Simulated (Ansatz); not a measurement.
System: white tin (β-Sn). Method: PBEsol+SOC in Ansatz (plane waves, PAW).

Run with plane-wave cutoff 520 eV, 20×20×20 k mesh, Fermi–Dirac smearing 0.05 eV, PAW data made under PBE.

Shape and atoms are relaxed at each volume.

Pressure at four volumes; x = ln(V/26.875 Å³). One pressure is withheld.

```
V (Å³/atom)        x  P (GPa)
-----------  -------  -------
25.800       -0.0408     2.52
26.875        0.0000     0.00
27.413        0.0198    -1.05
27.950        0.0392        ?
```

### Question
Pass a parabola P(x) through the three rows shown, estimate the bulk modulus and its pressure derivative near zero pressure, and predict the withheld pressure.

### Answer
Slopes between the rows: (0.00 − (2.52))/(0.0000 − (-0.0408)) = -61.76 and (-1.05 − (0.00))/(0.0198 − (0.0000)) = -53.03 GPa. Their difference over the span 0.0606 is c = 8.73/0.0606 = 144.1 GPa, so P(x) = 2.52 + (-61.76)(x − (-0.0408)) + 144.1 (x − (-0.0408))(x − (0.0000)). At the middle row B = −dP/dx = −[-61.76 + 144.1 × 0.0408] = 55.9 GPa, and B′ = dB/dP = 2c/B = 5.2. At x = 0.0392 the parabola gives -1.97 GPa; the run gives -1.99 GPa. The Birch–Murnaghan fit to the energies at all volumes has B0 = 55.9 GPa and B′ = 4.8.

Measured, for comparison: bulk modulus 57.0 GPa (temperature not stated, not corrected to a static lattice; as tabulated in Chen et al. (2023), arXiv:2209.05059). Computed (rounded) less measured: bulk modulus -2 %.

Note: the bulk modulus comes from volumes at which shape and atoms were relaxed.

Ansatz is an electronic-structure program.
